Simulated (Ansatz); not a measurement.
The cell is made up: elements placed on another compound's structure type, so the phase may be hypothetical.

Inside the gap of an insulator the Bloch states are evanescent, with a wavenumber k + iκ along the transport direction.

Input:

```
GaP
1.0
    6.72469     0.00000     0.00000
    0.00000     6.72469     0.00000
    0.00000     0.00000     6.72469
Ga P
6 6
Cartesian
  5.04352   0.00000   3.36235
  3.36235   5.04352   0.00000
  3.36235   1.68117   0.00000
  1.68117   0.00000   3.36235
  0.00000   3.36235   5.04352
  0.00000   3.36235   1.68117
  5.04352   3.36235   0.00000
  0.00000   5.04352   3.36235
  0.00000   1.68117   3.36235
  1.68117   3.36235   0.00000
  3.36235   0.00000   5.04352
  3.36235   0.00000   1.68117
```

Space group of this cell: Pm-3n. The cell was relaxed by PBE-D3(BJ).

Transport runs along the normal of the first two printed cell vectors.

The gap is the functional's own, uncorrected, and κ follows it; spin-orbit coupling is left out. Mid-gap values are interpolated between the computed energies.

Task: Predict the band gap and the smallest decay constant κ at mid-gap from r2SCAN (Ansatz, a quantum-chemistry and plane-wave program).

Result: Gap 1.13 eV on a 6×6×6 mesh; κ = 0.100 1/Å, at the zone centre.
